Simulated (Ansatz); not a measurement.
Effect of As on a Se site, symmetric start on ZnSe

The parent structure is a 16-atom supercell of ZnSe in the zinc blende structure (space group F-43m, No. 216; a = 5.665 Å) at its relaxed geometry.

Now apply this change: one Se atom is replaced by As, atoms relaxed at fixed cell.

The values are results of DFT with r2SCAN, PAW potentials and a 500 eV plane-wave cutoff in Ansatz (an electronic-structure program), without spin-orbit coupling, not measurements. k-mesh 4×4×4 (Γ-centred); smearing 0.01 eV (Fermi–Dirac).

```csv
quantity,base,changed,shift
pressure,0.0 GPa,-0.2 GPa,-0.2 GPa
energy gained by relaxation,–,0.04 eV,–
largest displacement of a host atom from its site in the perfect cell,–,0.05 Å,–
mean distance from the defect site to its nearest host atoms,2.45 Å,2.40 Å,-0.05 Å
```

Final structure:

```
Zn8AsSe7
1.0
    0.00000     5.66546     5.66546
    5.66546     0.00000     5.66546
    5.66546     5.66546     0.00000
As Se Zn
1 7 8
Direct
  0.37500   0.37500   0.37500
  0.37573   0.37573   0.87427
  0.37573   0.87427   0.37573
  0.37573   0.87427   0.87427
  0.87427   0.37573   0.37573
  0.87427   0.37573   0.87427
  0.87427   0.87427   0.37573
  0.87500   0.87500   0.87500
  0.00032   0.00032   0.00032
  0.00032   0.00032   0.49903
  0.00032   0.49903   0.00032
  0.00781   0.49740   0.49740
  0.49903   0.00032   0.00032
  0.49740   0.00781   0.49740
  0.49740   0.49740   0.00781
  0.49740   0.49740   0.49740
```

The magnetic state is the one reached from the starting moments; the real material's order can differ, and small cells can't hold many antiferromagnetic ones. The cell is small, so the values are those of an ordered compound at a high defect concentration; dilute-limit values will differ. A case with no gap was solved on a k-mesh chosen for an insulator, which is coarse for it. The defect started on the symmetric site and kept its symmetry, so it may sit on a saddle. Seeded moments were not kept for As on a Se site. The defect cell is spin-polarised and ends with 0.0 μB.
